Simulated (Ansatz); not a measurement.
Ge (P6₃/mmc, No. 194, 8 atoms in the cell; start mp-1091415; another form than the element's usual one) was calculated with PBEsol+SOC (PAW; Ansatz, an electronic-structure program).

Numerical settings: plane-wave cutoff 520 eV, 18×18×4 k mesh (along the axes of the cell as run), Fermi–Dirac smearing 0.05 eV, PAW data made under PBE.

Cell (relaxed with PBEsol):

```
Ge
1.0
    4.00406     0.00000     0.00000
   -2.00203     3.46762     0.00000
    0.00000     0.00000    13.14550
Ge
8
Cartesian
  0.00000   0.00000   5.34782
  0.00000   0.00000   7.79768
  0.00000   0.00000  11.92057
  0.00000   0.00000   1.22493
  0.00000   2.31175   4.52389
  2.00203   1.15587   8.62161
  2.00203   1.15587  11.09664
  0.00000   2.31175   2.04886
```

Q: Predict the band gap, smallest direct gap on the k points sampled and direct gap at Γ.

A: 
- band gap: 0.01 eV (under three smearing widths, so not firm)
- smallest direct gap on the k points sampled: 0.04 eV (under three smearing widths, so not firm)
- direct gap at Γ: 0.13 eV (under three smearing widths, so not firm)

The computed numbers hold no vibrational or temperature effects.

Cost on a shared machine: about 9 core-minutes (a rough figure).

A start named mp-… is a Materials Project structure, which need not be a measured phase.
